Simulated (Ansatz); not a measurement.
# Cost against accuracy: basis.ecutwfc for Ti4H3 (P-42m, 7 atoms in the cell)

Cell: a = 4.2211 Å, b = 4.2211 Å, c = 4.3689 Å, α = 90.00°, β = 90.00°, γ = 90.00°.

Method of the run: PBEsol, default PAW files made with PBE (plane waves; Ansatz, a program for electronic structure).

Base settings: basis.ecutwfc = 30.9 Ry; kpoints.mp_grid.grid = 5 5 5; hamiltonian.xc = pbesol; hamiltonian.pseudopotentials = {kind: paw} (the program's default PAW files); scf.occupations.method = cold; scf.occupations.width = 0.0147 Ry.

Misses are taken against the tightest run, 61.7 Ry, which need not be fully converged itself. The energy is the free energy per atom.

The count of work is k-points × plane waves × bands × iterations; it is no time, and leaves out set-up, grids and terms that scale otherwise. 

Ansatz's pressure holds its estimate of the finite-basis (Pulay) stress, which hides part of the cutoff error; the uncorrected pressure shows it.

The starting cell comes from a database of computed structures (which also holds hypothetical and non-ambient phases and stackings), without a prior relaxation at this level. Spin polarisation is off. In the base run, with a pressure of about -3 GPa the cell is away from its equilibrium volume at this level. Ansatz's pressure includes its estimate of the finite-basis (Pulay) stress.

The runs (basis.ecutwfc): 12.5 Ry | 15.4 Ry | 18.4 Ry | 21.7 Ry | 24.6 Ry | 27.9 Ry | 30.9 Ry | 35.6 Ry | 40.1 Ry | 46.3 Ry | 54 Ry | 61.7 Ry.

Which is the coarsest setting among those run that, with all tighter ones, holds the energy within 5 meV/atom of the reference, and what does it save?

27.9 Ry, off by 3.4 meV/atom; it needs 0.31 of the reference's count of work.

Which is the coarsest setting among those run that, with all tighter ones, holds the energy within 2 meV/atom of the reference, and what does it save?

30.9 Ry, off by 1.7 meV/atom; it needs 0.35 of the reference's count of work.

What does the step from 18.4 Ry to 46.3 Ry buy?

It takes the miss in the energy from 620 to 0.23 meV/atom, for 4.0 times the count of work.

```
basis.ecutwfc  energy less reference (meV/atom)  pressure less reference (GPa)  largest difference in the force on any atom (eV/Å)  uncorrected pressure less reference (GPa)  count of work / reference
-------------  --------------------------------  -----------------------------  --------------------------------------------------  -----------------------------------------  -------------------------
12.5 Ry                                 7752.62                          17.14                                               0.779                                    -359.66                       0.11
15.4 Ry                                 2278.93                          -2.71                                               0.494                                    -145.56                       0.14
18.4 Ry                                  615.82                          -1.45                                               0.048                                     -52.59                       0.16
21.7 Ry                                  116.65                           0.21                                               0.032                                     -13.36                       0.21
24.6 Ry                                   20.59                           0.25                                               0.007                                      -2.79                       0.25
27.9 Ry                                    3.45                           0.04                                               0.002                                      -0.31                       0.31
30.9 Ry                                    1.65                           0.02                                               0.001                                      -0.06                       0.35
35.6 Ry                                    0.80                           0.01                                               0.001                                      -0.03                       0.44
40.1 Ry                                    0.44                           0.01                                               0.000                                      -0.01                       0.52
46.3 Ry                                    0.23                           0.00                                               0.000                                      -0.01                       0.65
54 Ry                                      0.07                           0.00                                               0.000                                       0.00                       0.83
61.7 Ry                                    0.00                           0.00                                               0.000                                       0.00                        1.0
```

Keys are those of Ansatz 0.2.
